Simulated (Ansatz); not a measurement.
The starting structures come from a database of crystals and need not be the phases stable at ambient conditions.

 Where the default PAW files enter, the runs use the earlier of Ansatz's two default sets.

By PBEsol, the system below comes out a metal.

Without scattering a metal conducts by its projected Fermi surface.

Consider the following.

```xyz
3
Lattice="5.7173 0.0000 0.0000 1.9058 5.9599 0.0000 2.8587 0.0000 1.6504" Properties=species:S:1:pos:R:3 pbc="T T T"
Ta     1.9058     2.9799     0.0000
S      3.8115     1.4102     0.0000
S      3.8115     4.5438     0.0000
```

Space group of this cell: R3m. The cell was relaxed by PBE-D3(BJ); by PBEsol its mean pressure is -1.0 GPa.

The current flows along the normal of the first two printed cell vectors, the (110) plane of the conventional cell. No spin-orbit coupling; the value is a mean over 0.1 eV about the Fermi level.

Predict the ballistic conductance per area from PBEsol in Ansatz (an electronic-structure program).

0.57 × 10¹⁵ S/m² for both spins.
